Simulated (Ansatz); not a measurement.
Reference: BAs (F-43m), r2SCAN with spin-orbit coupling, rigid bands (plane waves, PAW; Ansatz, an electronic-structure program); axes and stresses refer to this cell.

```
CELL_PARAMETERS angstrom
      0.00000     2.38394     2.38394
      2.38394     0.00000     2.38394
      2.38394     2.38394     0.00000
ATOMIC_POSITIONS crystal
  B  0.00000 0.00000 0.00000
  As 0.25000 0.25000 0.25000
```

* **band gap**: 1.30 eV
* **hole conductivity mass**: 0.32 mₑ
* **Seebeck coefficient, p-type 1e19 cm⁻³**: 238 μV/K

Problem. After one change the values are band gap 0.60 eV; hole conductivity mass 0.24 mₑ; Seebeck coefficient, p-type 1e19 cm⁻³ 129 μV/K. Which change was made?
A) hydrostatic pressure of -9.6 GPa (compression positive)
B) hydrostatic pressure of -3.2 GPa (compression positive)
C) hydrostatic pressure of -6.4 GPa (compression positive)
D) biaxial stress in (001) of -9.6 GPa (compression positive)

Solution. D, biaxial stress in (001) of -9.6 GPa (compression positive)

Masses are for dilute carriers at 300 K, harmonic means over directions unless an axis is named. Seebeck coefficients are for the stated density at 300 K, with one relaxation time for all states and whether or not that doping can be reached. Stresses and pressures are the targets of the relaxation.  The structure type is held under load, also where the real crystal would transform.
